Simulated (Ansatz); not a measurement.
Functionals compared on a constructed model of the (110) surface of bcc V, a pseudomorphic layer of Ru in the host's stacking (bottom of the slab: a bare face, its two planes held), in Ansatz (plane waves, PAW). The structure was relaxed with PBE; the other rows are single points on it. Cutoff 420 eV (500 eV for r2SCAN).

Slab: 7 atoms, 13.3 Å thick at the start; k 15x15x1, smearing 0.1 eV, dipole-corrected; 2 atoms held, the rest relaxed; held to the start's symmetry, so lower structures may exist; no spin, no spin-orbit, no U. It is one candidate, not shown to be the stable structure of the face. These notes are the PBE run's.

```json
[
 {"functional": "PBE", "work function of the top face (eV)": "4.63", "rough cost of the single point": "–"},
 {"functional": "RPBE", "work function of the top face (eV)": "4.46", "rough cost of the single point": "around 60 core-seconds (rough)"},
 {"functional": "r2SCAN", "work function of the top face (eV)": "?", "rough cost of the single point": "about 90 core-seconds (a rough figure)"}
]
```

Task: Complete the blanks.

Result: 
- r2SCAN, work function of the top face (eV): 4.61

Ansatz is an electronic-structure program.
